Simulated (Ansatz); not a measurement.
Base system: InAgTe$_{2}$ in the chalcopyrite structure (space group I-42d, No. 122; a = 6.432 Å, c = 12.766 Å).

Method: PBEsol (Ansatz, an electronic-structure program, PAW, without spin-orbit coupling).

Base values:

Valley order: Γ 0.08 eV; X (0, 0, 1/2) 0.86 eV; M (1/2, 1/2, 1/2) 1.47 eV

Perturbation: every lattice vector is stretched by 0.75 %, atoms relaxed at fixed cell.

Task: Predict the new valley order.

Result: The valley order (the lowest conduction-band minima on the path, energy above the VBM, named in the base's zone) goes from Γ 0.08 eV; X (0, 0, 1/2) 0.86 eV; M (1/2, 1/2, 1/2) 1.47 eV to Γ 0.03 eV; X (0, 0, 1/2) 0.84 eV.

With Te present, leaving out spin-orbit coupling can change the band edges. The levels and masses belong to the bands next to the band gap. The cells carry an imposed strain or load. Stability against distortions was not tested. The final runs are not spin-polarised.
